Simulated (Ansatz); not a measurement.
Consider WSi₂ (space group I4/mmm, No. 139; relaxed with 0.1 eV smearing).

```
CELL_PARAMETERS angstrom
     -1.61445     1.61445     3.93487
      1.61445    -1.61445     3.93487
      1.61445     1.61445    -3.93487
ATOMIC_POSITIONS crystal
  Si 0.66548 0.66548 0.00000
  Si 0.33452 0.33452 0.00000
  W  0.00000 0.00000 0.00000
```

Computed with PBE/PAW in Ansatz (a quantum-chemistry and plane-wave program), scalar-relativistic without spin-orbit coupling.

Before the change:

The pressure is 0.0 GPa.

It is then changed as follows: every lattice vector is stretched by 2.50 %; the atoms relax in the strained cell.

### Question
How does this affect the energy relative to the base, pressure and largest internal atomic displacement?

### Answer
The energy increases by 48 meV/atom; the pressure (mean of the normal stresses, compression positive) goes from zero to -13.6 GPa; the largest internal atomic displacement comes out as 0.011 Å.

Stability against distortions was not tested. All final runs are without spin polarisation.
